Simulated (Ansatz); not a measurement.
Base system: Co in the hcp (Mg type) structure (space group P6_3/mmc, No. 194; a = 2.494 Å, c = 4.032 Å; ferromagnetic).

The values are results of PBE (Ansatz, an electronic-structure program; PAW; 420 eV plane waves; no SOC), earlier PAW set, not measurements.

One change was made to it. Results:

```tsv
quantity	base	after
volume per atom	10.86 Å³	10.40 Å³
band gap	zero	zero
```

Q: Which of these changes matches the shifts?
A. pressure −1 GPa
B. pressure 5 GPa
C. pressure 10 GPa
D. pressure 3 GPa
E. pressure 1.5 GPa

A: C, pressure 10 GPa. For comparison, the volume per atom in the other runs: pressure −1 GPa gives 10.91 Å³; pressure 5 GPa gives 10.61 Å³; pressure 3 GPa gives 10.71 Å³; pressure 1.5 GPa gives 10.78 Å³.

The magnetic state is the one reached from the starting moments; the real material's order can differ, and small cells can't hold many antiferromagnetic ones. Load acts through the strain it causes; cell and atoms are relaxed under it. Stability against distortions was not tested. No other phases were tried under pressure.
